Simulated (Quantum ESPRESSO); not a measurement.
# How far to go with the k-point mesh: AlInSb2 (Pmm2, 4 atoms in the cell)

```xyz
4
Lattice="4.4927 0.0000 0.0000 0.0000 4.4927 0.0000 0.0000 0.0000 6.3298" Properties=species:S:1:pos:R:3 pbc="T T T"
Al     0.0000     0.0000     0.0500
In     2.2463     2.2463     3.1649
Sb     0.0000     2.2463     1.4772
Sb     2.2463     0.0000     4.8526
```

Method of the run: LDA (PZ), PSlibrary ultrasoft (LDA) pseudopotentials (plane waves; Quantum ESPRESSO 7.5).

Base settings: ecutwfc = 50 Ry; ecutrho = 300 Ry; occupations = smearing; smearing = fermi-dirac; degauss = 0.000734986 Ry; K_POINTS = automatic 3 3 2 0 0 0; conv_thr = 1e-10 Ry; mixing_beta = 0.4.

The second cell is the first with its lattice scaled by 0.98.

Only quantities that move along the ladder and can be compared are tabulated.

The count of work is k-points × plane waves × bands × iterations; it is no time. 

The starting cell comes from a database of computed structures (which also holds hypothetical and non-ambient phases and stackings), without a prior relaxation at this level. Its lattice was rescaled by up to half a per cent. One atom was moved a little off its site on purpose.

```csv
K_POINTS,free energy less the last step's (meV/atom),energy of the compressed cell less the first (meV/atom),pressure (GPa),largest difference of a force vector from the last step's (eV/Å),count of work / last
automatic 1 1 1 0 0 0,3037.57,127.66,9.20,2.506,0.0036
automatic 2 2 1 0 0 0,389.85,10.85,-1.03,0.536,0.010
automatic 2 2 2 0 0 0,381.72,11.98,-0.89,0.338,0.023
automatic 3 3 2 0 0 0,77.09,0.84,-1.81,0.123,0.023
automatic 3 3 3 0 0 0,86.42,1.09,-1.77,0.092,0.021
automatic 4 4 3 0 0 0,24.54,-0.90,-1.92,0.036,0.047
automatic 5 5 4 0 0 0,9.03,-1.19,-1.94,0.009,0.077
automatic 6 6 4 0 0 0,3.96,-1.28,-1.94,0.002,0.12
automatic 7 7 5 0 0 0,1.73,-1.20,-1.93,0.000,0.12
automatic 9 9 6 0 0 0,0.44,-1.11,-1.92,0.000,0.26
automatic 11 11 8 0 0 0,0.11,-1.06,-1.92,0.000,0.51
automatic 13 13 9 0 0 0,0.02,-1.03,-1.92,0.000,0.64
automatic 14 14 10 0 0 0,0.00,-1.03,-1.92,0.000,1.0
```

Coarsest K_POINTS that holds the pressure within 0.1 GPa of the last step, with all finer ones: automatic 4 4 3 0 0 0, at 0.047 of the last step's count of work; the step before is off by 0.14 GPa.

Coarsest K_POINTS that holds the free energy within 0.5 meV/atom of the last step, with all finer ones: automatic 9 9 6 0 0 0, at 0.26 of the last step's count of work; the step before is off by 1.7 meV/atom.

Coarsest K_POINTS that holds the forces within 0.005 eV/Å of the last step, with all finer ones: automatic 6 6 4 0 0 0, at 0.12 of the last step's count of work; the step before is off by 0.009 eV/Å.

The energy difference between the two cells stays within 1 meV/atom of the last step's from automatic 4 4 3 0 0 0 on, the total only from automatic 9 9 6 0 0 0 on: much of the error is common to both cells and cancels.

Two neighbours can agree and both be off: automatic 3 3 2 0 0 0 and automatic 3 3 3 0 0 0 differ by 0.25 meV/atom in the energy of the compressed cell less the first, yet lie about 2.1 meV/atom from the last step.
